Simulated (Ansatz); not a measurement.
**MoP under a change: Mo → Zr**

Start from MoP (space group P-6m2, No. 187; a = 3.206 Å, c = 3.174 Å).

Perturbation: every Mo is replaced by Zr; the structure is relaxed again.

Computed with Kohn–Sham DFT with the PBEsol functional, run in Ansatz (an electronic-structure program) with PAW and 420 eV plane waves, no spin-orbit coupling. Γ-centred 15×15×14 mesh, Fermi–Dirac width 0.05 eV, for the changed cell.

```yaml
volume_per_atom: 18.39 Å³ (base 14.13 Å³)
density: 5.52 g/cm³ (base 7.46 g/cm³)
lattice_parameter_a: 3.538 Å (base 3.206 Å)
c/a ratio: 0.959 (base 0.990)
space_group: P-6m2 (No. 187) (base P-6m2 (No. 187))
shortest_interatomic_distance: 2.655 Å (base 2.438 Å)
band_gap: zero (base zero)
```

Final structure:

```yaml
crystal:
  lattice:
    - [3.53790, 0.00000, 0.00000]
    - [-1.76895, 3.06391, 0.00000]
    - [0.00000, 0.00000, 3.39253]
  atoms:
    - { symbol: Zr, position: [0.00000, 0.00000, 0.00000] }
    - { symbol: P, position: [0.66667, 0.33333, 0.50000] }
```

Whether these cells are dynamically stable was not tested. As relaxed here, ZrP is a hypothetical phase, not in the database extracts checked. The final runs are not spin-polarised. An odd electron count without spin: ZrP and MoP. ZrP has a high density of states at the Fermi level and may be magnetic at this level.
